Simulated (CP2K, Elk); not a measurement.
An Elk input for a self-consistent single point of Ag (Fm-3m, 1 atom in the cell) (DFT, PBE, all-electron FP-LAPW, Elk's shipped species files, APW+lo basis with extra local orbitals):

```
tasks
  0

xctype
  20

rgkmax
  7.5

gmaxvr
  14.0

nxlo
  2

lorbcnd
  .true.

lmaxi
  3

stype
  0

swidth
  0.00999582

maxscl
  100

avec
    0.0000000000    3.8164587560    3.8164587560
    3.8164587560    0.0000000000    3.8164587560
    3.8164587560    3.8164587560    0.0000000000

sppath
  './'

atoms
  1
  'Ag.in'
  1
  0.0000000000  0.0000000000  0.0000000000    0.0 0.0 0.0

ngridk
  9 9 9
```

Task: Translate this input to CP2K.

Result: One input that does it (others would too):

```
&GLOBAL
  PROJECT scf
  RUN_TYPE ENERGY_FORCE
  PRINT_LEVEL MEDIUM
&END GLOBAL
&FORCE_EVAL
  METHOD Quickstep
  STRESS_TENSOR ANALYTICAL
  &DFT
    BASIS_SET_FILE_NAME BASIS_MOLOPT
    POTENTIAL_FILE_NAME GTH_POTENTIALS
    &QS
      METHOD GPW
      EPS_DEFAULT 1E-10
    &END QS
    &MGRID
      CUTOFF 500
      REL_CUTOFF 40
      NGRIDS 5
    &END MGRID
    &SCF
      SCF_GUESS ATOMIC
      EPS_SCF 1E-6
      MAX_SCF 100
      ADDED_MOS 4
      &DIAGONALIZATION
        ALGORITHM STANDARD
      &END DIAGONALIZATION
      &MIXING
        METHOD BROYDEN_MIXING
        ALPHA 0.3
        NBUFFER 12
        BETA 1
      &END MIXING
      &SMEAR ON
        METHOD GAUSSIAN
        SIGMA [eV] 0.272
      &END SMEAR
    &END SCF
    &KPOINTS
      SCHEME MONKHORST-PACK 9 9 9
    &END KPOINTS
    &XC
      &XC_FUNCTIONAL PBE
      &END XC_FUNCTIONAL
    &END XC
    &PRINT
      &MO
        EIGENVALUES T
        OCCUPATION_NUMBERS T
        NDIGITS 8
        FILENAME mo
        &EACH
          QS_SCF 0
        &END EACH
        ADD_LAST NUMERIC
      &END MO
      &MULLIKEN ON
      &END MULLIKEN
    &END PRINT
  &END DFT
  &SUBSYS
    &CELL
      A 2.85612200 0.00000000 0.00000000
      B 1.42806100 2.47347400 0.00000000
      C 1.42806100 0.82449100 2.33201400
      PERIODIC XYZ
    &END CELL
    &COORD
      Ag       0.00000000     0.00000000     0.00000000
    &END COORD
    &KIND Ag
      BASIS_SET DZVP-MOLOPT-SR-GTH-q11
      POTENTIAL GTH-PBE-q11
    &END KIND
  &END SUBSYS
  &PRINT
    &FORCES ON
    &END FORCES
    &STRESS_TENSOR ON
    &END STRESS_TENSOR
  &END PRINT
&END FORCE_EVAL
```

Basis, cutoffs, solver keys and any potentials are the target program's own. This input uses DFT PBE, GPW, DZVP-MOLOPT-SR-GTH basis, GTH-PBE potentials (GTH_POTENTIALS).

The starting cell comes from a database of computed structures (which also holds hypothetical and non-ambient phases and stackings), without a prior relaxation at this level. Its lattice was rescaled by a random factor within 2.5 % of one. For this run, on top of that: lattice scaled by 0.98.
